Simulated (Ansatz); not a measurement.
# BiSb in the zinc blende structure (space group F-43m, No. 216; a hypothetical phase, not in the database extracts checked)

BiSb has the cubic space group F-43m (No. 216), the zinc blende structure, Pearson symbol cF8. Lattice parameters: a = b = c = 7.1429 Å, α = β = γ = 90.00°. Sb on 4c has 4 Bi at 3.093 Å (tetrahedral). Bi on 4a has 4 Sb at 3.093 Å (tetrahedral). (Neighbours: up to the widest gap in distance over summed covalent radii, below 1.35, at either atom; cation-cation and far metal-metal contacts left out.)
(The calculation used a cell of 2 atoms; values per cell refer to that cell.)

All numbers come from PBE (Ansatz, a first-principles code; PAW; 420 eV plane waves; spin-orbit coupling left out). Settings: 11×11×11 k-points, 0.05 eV Fermi–Dirac smearing.

| Quantity | Result |
|---|---|
| Volume per atom | 45.55 Å³ |
| Density | 6.03 g/cm³ |
| Band gap | zero |
| Total energy | -9440.294 eV/atom (σ→0; compares only within this code and set-up) |

Whether these cells are dynamically stable was not tested. All final runs are without spin polarisation.
